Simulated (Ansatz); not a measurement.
Base system: HfN in the rock salt structure (space group Fm-3m, No. 225; a = 4.526 Å; relaxed with 0.1 eV smearing). Axes: x, y, z lie along the cube axes.

The values are results of r2SCAN, PAW, 500 eV (Ansatz, a program for electronic structure; without spin-orbit coupling), not measurements.

The change: tensor shear ε_xy = +1.43 % (engineering shear γ = 0.0286), atoms relaxed at fixed cell.

**Question.** Estimate the effect on the energy relative to the base and stress.

**Answer.** The energy goes up by 3.8 meV/atom; the stress (xx, yy, zz, yz, xz, xy; compression positive) amounts to (0.1, 0.1, 0.0, 0.0, 0.0, -3.7) GPa.

The cells carry an imposed strain or load. Whether these cells are dynamically stable was not tested. All final runs are without spin polarisation. An odd electron count without spin: HfN.
